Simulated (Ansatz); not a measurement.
## The (111) surface of fcc Pt in its 1x1 cell, outermost plane spacing 2.29 Å in the ideal cut

The numbers are results of PBE (plane waves to 420 eV, PAW; Ansatz, a program for electronic structure), not measurements.

Model: 7-atom slab, 13.8 Å thick at the start, 15x15x1 mesh, Fermi-Dirac 0.1 eV, dipole correction, all atoms relaxed; held to the start's symmetry, so lower structures may exist; no spin, no spin-orbit, no U.

| Property | Result |
|---|---|
| surface energy (mean of both faces) | 1.48 J/m^2 |
| surface energy before relaxation | 1.48 J/m² |
| work function of the top face | 5.67 eV |
| energy released by relaxation | 0.003 eV |
| cost | around 100 core-seconds (rough) |
